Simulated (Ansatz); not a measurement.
The reference is WSi₂ (space group I4/mmm, No. 139; a = 3.2292 Å, c = 7.8672 Å).

The values are results of PBE (Ansatz, a first-principles code, PAW, scalar-relativistic without spin-orbit coupling), not measurements.

Base values:

```
Item                  Result
-------------------  -------
Lattice parameter a  3.229 Å
c/a ratio              2.436
```

The change: cell and atoms relaxed at a pressure of 30 GPa.

### Question
How does this affect the lattice parameter a?

### Answer
The lattice parameter a decreases by 0.124 Å to 3.105 Å.

### Question
What does the calculation give for the c/a ratio after the change?

### Answer
The c/a ratio grows by 0.021 (2.436 → 2.457).

Load acts through the strain it causes; cell and atoms are relaxed under it. Whether these cells are dynamically stable was not tested. No other phases were tried under pressure. All final runs are without spin polarisation.
